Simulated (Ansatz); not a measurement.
Ansatz (a first-principles code) run on BaNiF₆ (R-3m, 8 atoms in the cell): self-consistent single point.

Computed with LDA (PW92), PAW files made with PBE (plane waves; Ansatz).

The change in words: lattice scaled by 0.98. Reference geometry:
```xyz
8
Lattice="3.5840 2.0692 2.2784 -3.5840 2.0692 2.2784 0.0000 -4.1385 2.2784" Properties=species:S:1:pos:R:3 pbc="T T T"
Ba     0.0000     0.0000     3.4176
Ni     0.0000     0.0000     0.0000
F      0.0000     2.7363     3.5163
F      0.0000    -2.7363     3.3189
F     -2.3697    -1.3682     3.5163
F      2.3697     1.3682     3.3189
F      2.3697    -1.3682     3.5163
F     -2.3697     1.3682     3.3189
```

Reference input (self-consistent single point, DFT, LDA (PW92), plane waves, PAW files made with PBE): basis.ecutwfc = 420 eV; kpoints.mp_grid.grid = 4 4 4; hamiltonian.xc = lda; hamiltonian.pseudopotentials = {kind: paw} (an earlier, softer set of the program's PAW files); scf.occupations.method = fermi_dirac; scf.occupations.width = 0.05 eV. This run's input differs from it in these lines:

```diff
@@ -3,5 +3,5 @@
   lattice:
-    - [3.584043, 2.069248, 2.278398]
-    - [-3.584043, 2.069248, 2.278398]
-    - [0.000000, -4.138497, 2.278398]
+    - [3.512362, 2.027863, 2.232830]
+    - [-3.512362, 2.027863, 2.232830]
+    - [0.000000, -4.055727, 2.232830]
   atoms:
```

Log, with long lists cut:

```
SCF iter   1: F=—  HF=-16333.022716 eV  |F-HF|=—  |Δ(HF+E_count)|=         —  Δρ=3.48e-1  dr2=8.80e1  ethr=3.10e-3  ⟨swp⟩=9.7  Hψ=2873  notcnv=0  defer=2
all-band conjugate gradients solve this SCF's bands
preconditioner: auto → Kerker (q_TF=auto, 2.591 Å⁻¹)
SCF iter   2: F=—  HF=-16321.355103 eV  |F-HF|=—  |Δ(HF+E_count)|=    1.17e1  Δρ=1.30e-1  dr2=7.08e0  ethr=3.10e-3  ⟨swp⟩=3.9  Hψ=1577  notcnv=0  defer=19
   [... lines left out ...]
SCF iter   7: F=—  HF=-16318.580359 eV  |F-HF|=—  |Δ(HF+E_count)|=   5.69e-4  Δρ=9.14e-4  dr2=2.70e-4  ethr=5.04e-6  ⟨swp⟩=2.5  Hψ=952  notcnv=0  defer=14
SCF iter   8: F=—  HF=-16318.580255 eV  |F-HF|=—  |Δ(HF+E_count)|=   1.04e-4  Δρ=2.66e-4  dr2=2.44e-5  ethr=3.85e-7  ⟨swp⟩=2.8  Hψ=951  notcnv=0  defer=14
SCF iter   9: F=—  HF=-16318.580261 eV  |F-HF|=—  |Δ(HF+E_count)|=   5.90e-6  Δρ=5.74e-5  dr2=8.19e-7  ethr=3.49e-8  ⟨swp⟩=2.0  Hψ=979  notcnv=0  defer=14
SCF iter  10: F=-16318.580261 eV  HF=-16318.580261 eV  |F-HF|=6.53e-8  |Δ(HF+E_count)|=   7.94e-8  Δρ=1.71e-5  dr2=7.50e-8  ethr=1.43e-10  ⟨swp⟩=13.8  Hψ=2954  notcnv=0
SCF 1 converged in 10 iterations: F = -16318.580261 eV  dr2 = 7.50e-8
Free energy (F): -16318.580261 eV
Internal energy: -16318.580261 eV  (E = F + TS)
E sigma→0 (E₀):  -16318.580261 eV
Entropy (-TS):   -0.000000 eV (-0.000 meV/atom)
Fermi energy:    5.988126 eV
--- Forces (eV/Å), atoms counted from 1 ---
  atom   1  Ba     0.00000000     0.00000000    -0.00000000
  atom   2  Ni     0.00000000     0.00000000     0.00000000
  atom   3  F      0.00000000    -1.03436168    -0.67226653
  atom   4  F      0.00000000     1.03436168     0.67226653
  atom   5  F      0.89578353     0.51718091    -0.67226642
  atom   6  F     -0.89578353    -0.51718091     0.67226642
  atom   7  F     -0.89578353     0.51718091    -0.67226642
  atom   8  F      0.89578353    -0.51718091     0.67226642
--- Stress (GPa, compression-positive) ---
        8.916205       0.000000      -0.000000
        0.000000       8.916205      -0.000000
        0.000000      -0.000000       9.746289
  P = ⅓ Tr σ = 9.1929 GPa (91.929 kbar)
  The stress holds the Pulay correction. Without it, at fixed plane waves, as pw.x and ABINIT print it: P = 8.4741 GPa
```

The run converged in 10 iterations. Against the reference run the free energy goes up by 22.2 meV/atom, the pressure goes from 0.81 to 9.19 GPa, the largest force goes from 0.410 to 1.234 eV/Å and the gap on the mesh goes from 1.489 to 1.663 eV.

The starting cell comes from a database of computed structures (which also holds hypothetical and non-ambient phases and stackings), without a prior relaxation at this level. Its lattice was rescaled by a random factor within 2.5 % of one. For this run, on top of that: lattice scaled by 0.98. With a pressure of about 9 GPa the cell is away from its equilibrium volume at this level. Forces in this geometry exceed 1 eV/Å. Ansatz's pressure includes its estimate of the finite-basis (Pulay) stress. Without the estimate this run gives 8.47 GPa.

Keys are those of Ansatz 0.2.
